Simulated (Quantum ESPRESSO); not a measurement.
Input and output of a self-consistent single point for YMg₁₄Zr (Amm2, 16 atoms in the cell) (Quantum ESPRESSO).

Computed with PBEsol, SSSP 1.1.2 efficiency (PBE) pseudopotentials (plane waves; Quantum ESPRESSO).

```
CELL_PARAMETERS angstrom
     10.35672     0.00000     0.00000
      0.00000     3.22011     5.67947
      0.00000    -3.22011     5.67947
ATOMIC_POSITIONS crystal
  Y  0.50000 0.16623 0.16623
  Mg 0.00000 0.16690 0.16690
  Mg 0.00000 0.66711 0.66711
  Mg 0.50000 0.16813 0.66737
  Mg 0.50000 0.66737 0.16813
  Mg 0.00000 0.16625 0.66705
  Mg 0.00000 0.66705 0.16625
  Mg 0.24689 0.33685 0.82939
  Mg 0.75311 0.82939 0.33685
  Mg 0.75311 0.33685 0.82939
  Mg 0.24689 0.82939 0.33685
  Mg 0.24686 0.33497 0.33497
  Mg 0.75314 0.33497 0.33497
  Mg 0.25181 0.83237 0.83237
  Mg 0.74819 0.83237 0.83237
  Zr 0.50000 0.66379 0.66379
```

Reference input (self-consistent single point, DFT, PBEsol, plane waves, SSSP 1.1.2 efficiency (PBE) pseudopotentials): ecutwfc = 40 Ry; ecutrho = 320 Ry; occupations = smearing; smearing = fd; degauss = 0.0073499 Ry; input_dft = pbesol; potentials = {Y: Y_pbe_v1.uspp.F.UPF, Mg: Mg.pbe-n-kjpaw_psl.0.3.0.UPF, Zr: Zr_pbe_v1.uspp.F.UPF}; K_POINTS = automatic 3 5 5 1 1 1; conv_thr = 1e-10 Ry. This run's input differs from it in these lines:

```diff
@@ -44,3 +44,3 @@
 K_POINTS {automatic}
-3 5 5  1 1 1
+2 3 3  1 1 1
 CELL_PARAMETERS {alat}
```

Log, with long lists cut:

```
     Self-consistent Calculation

     iteration #  1     ecut=    40.00 Ry     beta= 0.70

     negative rho (up, down):  1.014E-01 0.000E+00

     total energy              =    -642.34571772 Ry
     estimated scf accuracy    <       3.10488426 Ry

     iteration #  2     ecut=    40.00 Ry     beta= 0.70

     negative rho (up, down):  1.013E-01 0.000E+00

     total energy              =    -640.60447687 Ry
     estimated scf accuracy    <      70.40223535 Ry

     iteration #  3     ecut=    40.00 Ry     beta= 0.70

     negative rho (up, down):  1.024E-01 0.000E+00

     total energy              =    -644.61681193 Ry
     estimated scf accuracy    <       4.16296924 Ry

   [... 18 blocks of this kind left out ...]

     iteration # 22     ecut=    40.00 Ry     beta= 0.70

     negative rho (up, down):  1.056E-01 0.000E+00

     total energy              =    -644.80040044 Ry
     estimated scf accuracy    <          1.5E-10 Ry

     iteration # 23     ecut=    40.00 Ry     beta= 0.70

     negative rho (up, down):  1.056E-01 0.000E+00
     End of self-consistent calculation

     the Fermi energy is     4.5605 ev

!    total energy              =    -644.80040044 Ry
     estimated scf accuracy    <          2.6E-11 Ry
     smearing contrib. (-TS)   =      -0.02900960 Ry
     internal energy E=F+TS    =    -644.77139084 Ry

     convergence has been achieved in  23 iterations

     negative rho (up, down):  1.056E-01 0.000E+00

     Forces acting on atoms (cartesian axes, Ry/au):

     atom    1 type  1   force =     0.00000000    0.00000000    0.00521760
     atom    2 type  2   force =     0.00000000    0.00000000    0.00012094
     atom    3 type  2   force =     0.00000000   -0.00000000    0.00087332
     atom    4 type  2   force =     0.00000000    0.00067851    0.00092556
     atom    5 type  2   force =     0.00000000   -0.00067851    0.00092556
   [... lines left out ...]
     Total force =     0.008907     Total SCF correction =     0.000003
   [... lines left out ...]

     negative rho (up, down):  1.056E-01 0.000E+00
          total   stress  (Ry/bohr**3)                   (kbar)     P=       -9.12
  -0.00007049   0.00000000   0.00000000          -10.37        0.00        0.00
   0.00000000  -0.00004897   0.00000000            0.00       -7.20        0.00
   0.00000000   0.00000000  -0.00006646            0.00        0.00       -9.78

   JOB DONE.
```

The run converged in 23 iterations. Against the reference run the free energy rises by 4.7 meV/atom, the pressure stays near -0.91 GPa while the yy stress (positive for compression) goes from -1.45 to -0.72 GPa and the largest force goes from 0.120 to 0.134 eV/Å.

The starting cell comes from a database of computed structures (which also holds hypothetical and non-ambient phases and stackings), without a prior relaxation at this level.

Cost on one core of a shared machine: roughly 5 min.
